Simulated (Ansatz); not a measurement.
Cell and atoms of amorphous Ge₁₂Sb₁₂Te₃₀Sc₃:

```xyz
57
Lattice="11.8319 -0.4326 0.1408 -0.4326 11.3621 0.0383 0.1408 0.0383 12.5295" Properties=species:S:1:pos:R:3 pbc="T T T"
Ge     7.7616    10.8084     0.8945
Ge    11.7123     5.0709     9.3012
Ge     8.7709     6.8434     5.9420
Ge     5.4020     9.8317     6.8680
Ge     5.4470     5.2539     3.0662
Ge     3.8898    -0.1358     0.9625
Ge     4.0629     1.9188    10.1980
Ge     2.4275     7.1076     6.5405
Ge     6.1551     8.6284     1.3426
Ge    10.4518     9.5182     4.4893
Ge     1.5687    10.7586     4.6181
Ge     6.2887     1.6671     3.4608
Sb     0.2737     3.8639    11.3029
Sb    10.8218     8.9028     9.1708
Sb     4.6277     5.1243     0.4696
Sb     5.4720     7.8207     3.9006
Sb     8.8405     1.7343     8.5831
Sb     5.7157     3.9089     7.3261
Sb    10.4180     1.9997     2.9866
Sb    11.6213     0.2068     0.8246
Sb     1.4191     4.5300     7.1135
Sb     8.4862     4.1832     6.3188
Sb     4.9461    10.3247     9.5578
Sb     0.7820     1.9302     8.7739
Te     6.8111     1.1047     6.5839
Te     1.1770     7.6403     9.9874
Te     6.1263     1.4721     0.6918
Te     4.1026    10.7886     3.6219
Te     0.8501     5.8925     0.6521
Te    11.3330     7.4730     6.3742
Te     7.8702     4.0866     3.3321
Te    10.8874    -0.0404     7.2694
Te     7.3190     6.4341     0.1686
Te     8.5071    -0.0952     3.7483
Te     2.3094     2.1988     0.8176
Te     4.1293     3.4815     4.4893
Te     9.4507     3.2622    12.5607
Te     2.5850     7.1517     3.7450
Te     0.5237     9.7916     2.2082
Te     9.9675     8.2476    12.4500
Te     3.7725     7.9045     0.3286
Te     0.9553     1.9554     4.4845
Te     0.8321    11.0960    10.6690
Te     7.8190    10.8977    10.4707
Te     8.7349     7.6606     3.3904
Te     3.3909     1.2892     7.4448
Te     7.9994     8.9555     7.3847
Te    11.2998     4.7725     4.1749
Te     6.5170     3.3127    10.0423
Te     2.3003     9.8115     8.0366
Te     5.1740     6.8252     7.0151
Te     9.1102     5.5715     9.1912
Te     5.0875     7.5251     9.9771
Te     3.0006     4.4869     9.6131
Sc     9.8951     5.5854     1.5926
Sc     8.0667     8.0590    10.1996
Sc     1.9050     4.2940     2.8814
```

Computed with PBE-D3(BJ), scalar-relativistic without spin-orbit coupling, PAW (Ansatz default set, large-core Te) (plane waves to 420 eV; Ansatz, a quantum-chemistry and plane-wave program).

It comes from a melt-quench run on a machine-learned potential (CHGNet), relaxed afterwards by DFT. The hot cell started wider than the set density and was brought back towards it in steps. It is the lowest in DFT energy of 3 quenches. It is a model cell: composition and starting density were chosen by hand, and all elements were melted together. The geometry includes D3(BJ) dispersion. Its density started from a set value of 5.76 and ended at 6.22 g/cm³. The simulated quench (nominally 76 K/ps over its main leg) is rapid and tends to freeze in more defects than a deposited or slowly cooled glass has. One small periodic cell is one sample of the glass; other quenches scatter about these values. Volume and shape were free in the relaxation. On a 2×2×2 Γ-centred mesh force components of up to 0.21 eV/Å stay, since the relaxation ran on one k-point at (1/4, 1/4, 1/4).

Bonds are counted up to Ge-Ge 2.85 Å, Ge-Sb 3.02 Å, Ge-Te 3.18 Å, Ge-Sc 3.19 Å, Sb-Sb 3.38 Å, Sb-Te 3.42 Å, Sb-Sc 3.40 Å, Te-Te 3.31 Å, Te-Sc 3.39 Å, Sc-Sc 3.74 Å.

Problem. Give the coordination numbers, mean bond lengths and angles.

Solution. 
The mean coordination of Ge comes out as 3.92 (3 with 3, 7 with 4, 2 with 5) and the mean coordination of Sb is 4.92 (1 with 3, 3 with 4, 4 with 5, 4 with 6). The mean coordination of Te is 3.60 (16 with 3, 10 with 4, 4 with 5) and the mean coordination of Sc is 6.67 (1 with 6, 2 with 7). The mean Sb-Te bond is 3.067 Å (spread 0.164 Å, 40 counted). The mean Ge-Te bond is 2.821 Å (spread 0.121 Å, 37 counted), the mean Te-Sc bond is 2.970 Å (spread 0.079 Å, 19 counted) and the mean Te-Te bond comes out as 3.106 Å (spread 0.095 Å, 6 counted). The bond angle at Ge is mean 105.2°, spread 21.7° and the bond angle at Sb is mean 102.1°, spread 29.2°. The bond angle at Te is mean 101.5°, spread 24.4° and the bond angle at Sc comes out as mean 101.6°, spread 29.0°.

Problem. List the pairs of like atoms that count as bonded by the rules above.

Solution. Ge1-Ge9 (2.74 Å), Sb13-Sb24 (3.22 Å), Sb17-Sb22 (3.35 Å), Sb18-Sb22 (2.96 Å), Sb19-Sb20 (3.06 Å), Sb21-Sb24 (3.15 Å), Te26-Te50 (3.13 Å), Te33-Te40 (3.08 Å), Te41-Te53 (3.14 Å), Te43-Te50 (3.28 Å), Te46-Te50 (2.97 Å), Te51-Te53 (3.04 Å).
